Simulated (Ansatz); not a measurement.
Defect migration in bcc W: Al-vacancy pair (Al on one host W site, one W site vacant), neutral cell. The step: direct exchange of Al with the vacancy (Al-vacancy distance between ideal sites 2.76 Å throughout); the atom moves 2.41 Å along (0.44, 0.44, 0.44) of the unit cell; the moving atom starts with neighbours 3 W at 2.75, 3 W at 2.81, W at 2.92, 2 W at 3.05, W at 3.08, 2 W at 3.26, W at 3.29 Å and ends with 3 W at 2.75, 3 W at 2.81, W at 2.92, 2 W at 3.05, W at 3.08, 2 W at 3.26, W at 3.29 Å. A PBE band in Ansatz (plane-wave PAW, a 2×2×3 k-point mesh shifted by half a step, 36 host sites, 32 SCF runs with any check of the saddle's order, static, no finite-size correction) gives a forward barrier of 0.60 eV. The saddle point's order was not checked, and it lies on a symmetry element of the cell, where a band can be held. Forms of the defect that were not tried may lie lower.

Single points at the band's start and saddle point can refine it. Rough cost of one point, in units of the band's mean SCF on the same machine:

```json
[
 {"Level": "PBE, a 3×3×5 k-point mesh shifted by half a step", "Cost of one point": "about 4"},
 {"Level": "r2SCAN at 500 eV, a 2×2×3 k-point mesh shifted by half a step", "Cost of one point": "about 3"}
]
```

### Question
Which of these move the barrier by more than 0.1 eV, and how far does each move it?

### Answer
Not one does. PBE, a 3×3×5 k-point mesh shifted by half a step: -0.04 eV; r2SCAN at 500 eV, a 2×2×3 k-point mesh shifted by half a step: +0.08 eV. Each functional is compared with PBE at the same k-points.

Ansatz is an electronic-structure program.
